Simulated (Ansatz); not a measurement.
Take TiC in the rock salt structure (space group Fm-3m, No. 225; a = 4.293 Å) as the base.

Structures relaxed with DFT with PBEsol, PAW potentials and a 420 eV plane-wave cutoff in Ansatz (a first-principles code), scalar-relativistic without spin-orbit coupling.

Base:

Simulated powder pattern, Cu Kα, λ = 1.54184 Å (kinematic, ideal powder, no thermal factors, no anomalous dispersion; the 14 strongest lines at most, above 2 %, up to 2θ = 90°):

```tsv
2θ (°)	I/Imax (%)	hkl
36.24	87	(111)
42.09	100	(200)
61.05	57	(220)
73.10	30	(311)
76.93	18	(222)
```

After one change:

Simulated powder pattern, Cu Kα, λ = 1.54184 Å (kinematic, ideal powder, no thermal factors, no anomalous dispersion; the 14 strongest lines at most, above 2 %, up to 2θ = 90°):

```json
[
 {"2θ (°)": "36.19", "I/Imax (%)": "87"},
 {"2θ (°)": "42.04", "I/Imax (%)": "100"},
 {"2θ (°)": "60.96", "I/Imax (%)": "57"},
 {"2θ (°)": "73.00", "I/Imax (%)": "30"},
 {"2θ (°)": "76.82", "I/Imax (%)": "18"}
]
```

Task: What was done to the base?
(A) pressure 7.5 GPa
(B) pressure −1 GPa
(C) pressure 0.7 GPa
(D) pressure 0.3 GPa

Result: B, pressure −1 GPa. Its volume per atom is 9.93 Å³ against 9.89 Å³, and its space group is Fm-3m (No. 225).

Load acts through the strain it causes; cell and atoms are relaxed under it. No phonon test of stability was made. No other phases were tried under pressure. The base started in Pnma and relaxed to Fm-3m at this level. All final runs are without spin polarisation.
